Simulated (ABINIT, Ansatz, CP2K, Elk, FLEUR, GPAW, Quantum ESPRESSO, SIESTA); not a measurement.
**SrCl₂ (Fm-3m, 3 atoms in the cell) computed with different codes at matched settings**

Self-consistent single point.

```
CELL_PARAMETERS angstrom
      0.00000     3.49974     3.49974
      3.49974     0.00000     3.49974
      3.49974     3.49974     0.00000
ATOMIC_POSITIONS crystal
  Sr 0.00000 0.00000 0.00000
  Cl 0.75000 0.75000 0.75000
  Cl 0.25000 0.25000 0.25000
```

All programs got the same cell, k-point mesh and kind of occupations (in Ansatz's words: kpoints.mp_grid.grid = 8 8 8; scf.occupations.method = fermi_dirac; scf.occupations.width = 0.01 eV); potentials, basis and cutoffs are each program's usual ones.

```csv
code,model,pressure (GPa),gap on the mesh (eV),k-points,cutoff
SIESTA,"LDA PW92, numerical atomic orbitals DZP, PseudoDojo LDA standard norm-conserving potentials (rewritten from UPF to PSML)",-4.06,4.616,296,grid 350 Ry
Elk,"LDA (PW92), all-electron FP-LAPW, Elk's shipped species files, APW+lo basis with extra local orbitals",–,4.841,29,rgkmax 7.5
ABINIT,"LDA (PW92), PAW (JTH v2.0 LDA PAW)",-3.20,4.842,29,26 Ha
Ansatz,"LDA (PW92), PAW files made with PBE",-3.14,4.845,29,420 eV
Quantum ESPRESSO,"LDA (PZ), GBRV 1.5 ultrasoft (LDA) pseudopotentials",-3.17,4.842,29,40 Ry
CP2K,"LDA (Pade form), GPW, DZVP-MOLOPT-SR-GTH basis, GTH-PADE potentials (GTH_POTENTIALS)",-2.68,4.807,260,grid 500 Ry
GPAW,"LDA (Perdew-Wang 92), GPAW PAW datasets LDA (gpaw-data 1.0.1)",-3.15,4.845,29,550 eV
FLEUR,"LDA (Perdew-Zunger), all-electron FLAPW (FLEUR), scalar-relativistic valence",–,4.885,29,Kmax 3.8 1/bohr
```

A dash marks a value that a program does not give, or that is left out as unsure.

Gaps are read on the mesh.

The spread over the programs that give each value: pressure within 1.38 GPa; gap on the mesh within 0.269 eV.

The starting cell comes from a database of computed structures (which also holds hypothetical and non-ambient phases and stackings), without a prior relaxation at this level. On Ansatz's run: In the base run, with a pressure of about -3 GPa the cell is away from its equilibrium volume at this level.

Problem. Why do the programs differ, and what cannot be compared?

Solution. Differences of this kind can come from the potentials, where these differ, and from what each basis and cutoff leave unconverged. The zero of total energies and Fermi levels follows the potentials and each program's conventions, so they are not compared here. SIESTA and CP2K use small atom-centred bases, whose incompleteness enters pressures, forces and empty levels differently from a plane-wave cutoff. Elk and FLEUR treat all electrons, but the usual bases taken here (sphere radii, linearisation, local orbitals, empty states) were not tested for convergence, so the values are no reference for the others. Ansatz's pressure is given at a fixed set of plane waves, as the other plane-wave codes print theirs. The same LDA comes in different parametrisations, which differ slightly. The programs reduce the same mesh by symmetry to different extents, which changes the work and not the result. In the gap, SIESTA (by 0.227) lies more than 0.12 eV from the median of the plane-wave programs.

Ansatz is a first-principles code.

Keys are those of Ansatz 0.2.
